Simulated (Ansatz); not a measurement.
The starting structures come from a database of crystals and need not be the phases stable at ambient conditions.

 Where the default PAW files enter, the runs use the earlier of Ansatz's two default sets.

Tunnelling through a barrier is set by its complex band structure: the current falls as exp(−2κd) with the smallest κ.

Input:

```xyz
6
Lattice="5.1101 0.0000 0.0000 0.0000 5.9002 0.0000 0.0000 0.0000 2.8975" Properties=species:S:1:pos:R:3 pbc="T T T"
P      3.3845     0.7446     1.4488
P      1.7256     5.1557     1.4488
P      0.8295     2.2056     0.0000
P      4.2806     3.6947     0.0000
Ru     2.5551     2.9501     1.4488
Ru     0.0000     0.0000     0.0000
```

Space group of this cell: Pnnm. The cell is taken as given; by PBEsol its mean pressure is -3.5 GPa.

Transport runs along the normal of the first two printed cell vectors.

No gap correction and no spin-orbit coupling; mid-gap values are interpolated between computed energies.

Predict the band gap and the smallest decay constant κ at mid-gap from PBEsol in Ansatz (an electronic-structure program).

Gap 0.48 eV on a 6×6×10 mesh; κ = 0.128 1/Å, at (0.500, 0.500) of the in-plane reciprocal vectors. At the zone centre, at the nearest computed energy, the slowest state has κ = 0.23 1/Å.
